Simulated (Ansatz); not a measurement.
SmPd (Cmcm, No. 63; cell taken from a computed entry), treated with PBEsol (Ansatz, a quantum-chemistry and plane-wave program, PAW).

Run with plane-wave cutoff 500 eV, 16×16×12 k mesh (along the axes of the cell as run), Fermi–Dirac smearing 0.1 eV, spin-polarised start, scalar-relativistic PAW data made under PBE.

Computed at the level's own relaxed cell.

Problem. Estimate the equilibrium volume per atom that the calculation returns.

Solution. 
- equilibrium volume per atom = 23.38 Å³/atom

The run finds no gap.

Note: the magnetic order was assumed, not searched for or taken from measurement; the relaxation could not lower the start's symmetry, so the cell can be a saddle point above a distorted one; the 4f shell is treated without U or exact exchange, so its levels and filling can be wrong.

Spin–orbit coupling is not included.

Computed values are for the static lattice.

Cost on a shared machine: roughly 23 core-minutes.
